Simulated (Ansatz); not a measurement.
**HgSe: pressure series**

Take HgSe in the zinc blende structure (space group F-43m, No. 216) as the base.

```
CELL_PARAMETERS angstrom
      0.00000     3.06639     3.06639
      3.06639     0.00000     3.06639
      3.06639     3.06639     0.00000
ATOMIC_POSITIONS crystal
  Hg 0.00000 0.00000 0.00000
  Se 0.25000 0.25000 0.25000
```

Cell and atoms are relaxed at each pressure.

Computed with PBEsol/PAW in Ansatz (an electronic-structure program), scalar-relativistic without spin-orbit coupling.

Notes on the quantities. enthalpy: H = E + PV relative to the base's energy.

```csv
variant,enthalpy,shortest interatomic distance,density
base,–,265.6 pm,8.05 g/cm³
pressure −2 GPa,-0.37 eV/atom,___,___
pressure −1 GPa,-0.18 eV/atom,267.4 pm,7.88 g/cm³
pressure 0.9 GPa,+0.16 eV/atom,264.1 pm,8.18 g/cm³
pressure 2.1 GPa,+0.37 eV/atom,262.3 pm,8.35 g/cm³
pressure 4.5 GPa,+0.78 eV/atom,259.2 pm,8.66 g/cm³
pressure 9 GPa,+1.51 eV/atom,254.6 pm,9.14 g/cm³
pressure 15 GPa,+2.44 eV/atom,249.8 pm,9.67 g/cm³
pressure 22.5 GPa,+3.53 eV/atom,245.2 pm,10.23 g/cm³
pressure 30 GPa,+4.56 eV/atom,241.5 pm,10.71 g/cm³
```

Problem. Some entries are withheld; estimate them.

Solution. 
- pressure −2 GPa, shortest interatomic distance: 269.5 pm
- pressure −2 GPa, density: 7.71 g/cm³

A case with no gap was solved on a k-mesh chosen for an insulator, which is coarse for it. Load acts through the strain it causes; cell and atoms are relaxed under it. No phonon test of stability was made. Tetrahedral semiconductors of this kind turn to denser phases somewhere between about 1 and 50 GPa; those were not computed, so compressed cells here can lie past the real transition. The final runs are not spin-polarised.
